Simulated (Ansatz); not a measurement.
The reference is BaTiO₃ in the cubic perovskite structure (space group Pm-3m, No. 221; a = 3.9699 Å).

Now apply this change: hydrostatic tension (pressure −1 GPa).

Levels (all Ansatz, a quantum-chemistry and plane-wave program, PAW): PBEsol (420 eV, no spin-orbit coupling); r2SCAN (500 eV, spin-orbit coupling left out); HSE06 (420 eV, no spin-orbit coupling).

At the geometry relaxed with PBEsol, these levels gave the following band gaps, in shuffled order: (a) 1.80 eV, (b) 3.26 eV, (c) 2.20 eV.

Question: Match each gap to its level.

Answer: (a) PBEsol; (b) HSE06; (c) r2SCAN.

Single points use the geometry relaxed with PBEsol. The hybrid gap comes from the SCF mesh plus the semilocal run's edge points and a few special points and is an upper bound. Load acts through the strain it causes; cell and atoms are relaxed under it. Stability against distortions was not tested. The final runs are not spin-polarised. Many cubic perovskites are stable only at high temperature; tilts and polar distortions were not tested. This is not the structure that BaTiO3 has at room temperature and ambient pressure.
